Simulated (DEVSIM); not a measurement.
System: Cr/SiO2/p-Si capacitor, at 250 K.

Layer 1 from the left is SiO2, thickness (nm) 3.10. Layer 2 from the left is Si, thickness (nm) 1100, Na (cm⁻³) 1.4e16.

Metal gate on the left, work function 4.5 eV. Fixed charge at the semiconductor interface 0 cm⁻² (in units of +e); no interface traps.

The device is made up for the run: typed textbook-type constants, with dimensions and the other settings drawn at random. Values at 300 K; Nc and Nv go as T^1.5, mobilities as T to minus their exponent, the gap by Varshni's rule with the affinity fixed.

SiO2: gap (eV) 9, affinity (eV) 0.9, permittivity 3.9. Si: gap (eV) 1.124, affinity (eV) 4.05, permittivity 11.7, Nc (cm⁻³) 2.86e19, Nv (cm⁻³) 3.1e19, Varshni α (eV/K) 0.000473, Varshni β (K) 636.

### Question
Estimate by hand the flat-band voltage, the threshold voltage, and compare with a numerical solution.

### Answer

- Flat-band voltage: C = 1.11 μF/cm², work-function difference -0.526 V; VFB = φms − qNf/C = -0.53 V; numerical -0.53 V.
- Threshold voltage: φF = 0.409 V, depletion charge √(4εqNφF) = 6.16e-8 C/cm²; VT = VFB + 2φF + Qd/C = 0.35 V; numerical 0.35 V.

Simulated with DEVSIM: 1D Poisson equation in equilibrium, Boltzmann statistics, complete ionisation; no quantum confinement or tunnelling. Metal contacts follow the ideal Schottky-Mott rule: no Fermi-level pinning, no interface dipoles.
